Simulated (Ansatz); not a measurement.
## Effective masses and thermopower of BN under load (space group P6_3mc)

Data:

```
BN
1.0
    2.61118     0.00000     0.00000
   -1.30559     2.26135     0.00000
    0.00000     0.00000     4.31805
B N
2 2
Direct
  0.33333   0.66667   0.99992
  0.66667   0.33333   0.49992
  0.33333   0.66667   0.37508
  0.66667   0.33333   0.87508
```

Calculation: PBE, rigid bands (plane waves, PAW, scalar-relativistic; Ansatz, a first-principles code). Condition of this run: hydrostatic pressure of -27 GPa (compression positive) (the target of the relaxation). Geometry: cell and atoms relaxed with PBEsol, then loaded as said.

| Property | Value |
|---|---|
| band gap | 5.35 eV |
| electron conductivity mass (300 K, dilute) | 0.54 (x), 0.54 (y), 0.32 (z) mₑ |
| hole conductivity mass (300 K, dilute) | 0.85 (x), 0.85 (y), 1.35 (z) mₑ |
| effective density of states N_c (300 K) | 1.5e19 cm⁻³ |
| effective density of states N_v (300 K) | 5.1e19 cm⁻³ |
| density-of-states mass, electrons | 0.70 mₑ |
| density-of-states mass, holes | 1.60 mₑ |
| Seebeck coefficient, n-type 1e19 cm⁻³, 300 K | -257 μV/K |
| best n-type power factor at 300 K for τ = 10 fs (best axis; densities from 1e16 to 1e21 cm⁻³ tried, whether or not they can be reached) | 7.7 μW/(cm·K²) at 3e19 cm⁻³ |
| Seebeck coefficient, p-type 1e19 cm⁻³, 300 K | 354 μV/K |
| best p-type power factor at 300 K for τ = 10 fs (best axis; densities from 1e16 to 1e21 cm⁻³ tried, whether or not they can be reached) | 9.4 μW/(cm·K²) at 1e20 cm⁻³ |

Rigid bands; masses and Seebeck coefficients take one relaxation time τ for all states and one kind of carrier; polarons and phonon drag are left out. Spin-orbit coupling is left out. Geometry: cell and atoms relaxed with PBEsol.
